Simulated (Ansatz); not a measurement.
## Dy₅Ge₃ (P6₃/mcm, No. 193; cell taken from a computed entry)

Calculation: r²SCAN (Ansatz, a program for electronic structure, plane waves, PAW).

Run with plane-wave cutoff 500 eV, 6×6×6 k mesh, Fermi–Dirac smearing 0.05 eV, spin-polarised start, scalar-relativistic PAW data made under PBE.

Cell (relaxed at this level):

```cif
data_Dy10Ge6
_chemical_formula_sum 'Dy10 Ge6'
_space_group_name_H-M_alt 'P63/mcm'
_space_group_IT_number 193
_space_group_name_Hall '-P 6c 2'
_cell_length_a 8.58930
_cell_length_b 8.58930
_cell_length_c 6.56980
_cell_angle_alpha 90.000
_cell_angle_beta 90.000
_cell_angle_gamma 120.000
loop_
_atom_site_label
_atom_site_type_symbol
_atom_site_symmetry_multiplicity
_atom_site_Wyckoff_symbol
_atom_site_fract_x
_atom_site_fract_y
_atom_site_fract_z
_atom_site_occupancy
Dy1 Dy 4 d 0.33333 0.66667 0.00000 1
Dy2 Dy 6 g 0.25428 0.25428 0.25000 1
Ge1 Ge 6 g 0.61127 0.61127 0.25000 1
```

```
Item                                Result
---------------------------  -------------
equilibrium volume per atom  26.23 Å³/atom
lattice constant a                 8.589 Å
c axis length                      6.570 Å
```

Note: the magnetic order was assumed, not searched for or taken from measurement; the relaxation could not lower the start's symmetry, so the cell can be a saddle point above a distorted one; the 4f shell is treated without U or exact exchange, so its levels and filling can be wrong.

Spin–orbit coupling is not included.

Computed values are for the static lattice.
